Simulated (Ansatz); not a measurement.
We consider L1₀ (CuAu-type) CuAu, described by PBE-D3(BJ) (Ansatz, a quantum-chemistry and plane-wave program, plane waves, PAW).

Run with plane-wave cutoff 520 eV, 20×20×16 k mesh (along the axes of the cell as run), Fermi–Dirac smearing 0.05 eV, no spin polarisation, scalar-relativistic PAW data made under PBE.

Response to compression and expansion:

Shape and atoms are relaxed at each volume.

| V (Å³/atom) | P (GPa) | c (Å) | a (Å) |
|---|---|---|---|
| 13.760 | 7.44 | 3.512 | 2.799 |
| 14.047 | 3.49 | 3.551 | 2.813 |
| 14.333 | 0.00 | 3.587 | 2.827 |
| 14.620 | -3.07 | 3.621 | 2.842 |
| 14.907 | -5.76 | 3.653 | 2.857 |

Note: the bulk modulus comes from volumes at which shape and atoms were relaxed.
